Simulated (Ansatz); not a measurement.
How the band gap of Ca₂Sn (Fm-3m, No. 225; start mp-1009730) moves with the method

No measured value is used here.

| level (code) | value (eV) |
|---|---|
| LDA (Ansatz) | 0.64 |
| PBEsol (Ansatz) | ? |
| PBEsol+SOC (Ansatz) | ? |
| HSE06 (Ansatz) | 1.04 |
| HSE06+SOC (Ansatz) | 0.92 (indirect) |
| PBE0 (Ansatz) | 1.65 |

**Question.** Fill in the missing entries.

**Answer.** 
- PBEsol (Ansatz, a quantum-chemistry and plane-wave program), value (eV): 0.61
- PBEsol+SOC (Ansatz), value (eV): 0.51 (indirect)

Computed values are for a static lattice. Levels without +SOC have no spin–orbit coupling; where heavier elements are present it shifts gaps, mostly down, and can invert bands.  Values are at the PBEsol cell. Cutoffs and k meshes differ between the levels. Ansatz's density-functional and Hartree–Fock values are scalar-relativistic unless marked +SOC, with PAW data made under PBE.

A start named mp-… is a Materials Project structure, which can be a computed phase never made.
